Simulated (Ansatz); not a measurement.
An Ansatz (an electronic-structure program) input (Kohn–Sham DFT with the r2SCAN functional, run in Ansatz with PAW and 500 eV plane waves, no spin-orbit coupling):

Ansatz 0.2 input:
```yaml
crystal:
  lattice:
    - [0, 2.5799668187, 2.5799668187]
    - [2.5799668187, 0, 2.5799668187]
    - [2.5799668187, 2.5799668187, 0]
  atoms:
    - { symbol: O, position: [0, 0, 0] }
    - { symbol: Sr, position: [0.5, 0.5, 0.5] }
basis: { ecutwfc: 500, ecutrho_ratio: 4, xc_grid: 4, fft_grid_basis: typed }
kpoints: { mp_grid: { grid: [11, 11, 11] } }
hamiltonian:
  xc: r2scan
  dispersion: none
  pseudopotentials: { kind: paw }
scf: { occupations: { method: fermi_dirac, width: 0.05 }, convergence: { dr2_threshold: 0.0000000002 } }
output: { forces: true, stress: true }
```

Problem. Which symmetry and how many k-points will the program report, and about how many plane waves at Γ?

Solution. Space group Fm-3m (ITA 225) with 48 operations, k-points 56 of 1331, and 893 plane waves at Γ.

Whether these cells are dynamically stable was not tested. The cell is SrO in the rock salt structure (space group Fm-3m, No. 225).
